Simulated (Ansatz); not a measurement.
Consider Cu$_{3}$N (space group Pm-3m, No. 221; a = 3.7209 Å). Axes: x, y, z lie along the cube axes.

Computed with LDA, PAW, 420 eV (Ansatz, a first-principles code; scalar-relativistic without spin-orbit coupling).

Base values:

* **Pressure**: 0.0 GPa
* **Volume per atom**: 12.88 Å³

Perturbation: biaxial strain +3.00 %, plane normal [001], relaxed out of plane (Cartesian); in-plane vectors clamped, the third vector and the atoms free.

Problem. What happens to the energy relative to the base, pressure and volume per atom?

Solution. The energy rises by 23 meV/atom; the pressure (mean of the normal stresses, compression positive) goes from zero to -5.9 GPa; the volume per atom goes up by 0.62 Å³ (12.88 Å³ → 13.50 Å³).

Stability against distortions was not tested. The final runs are not spin-polarised.
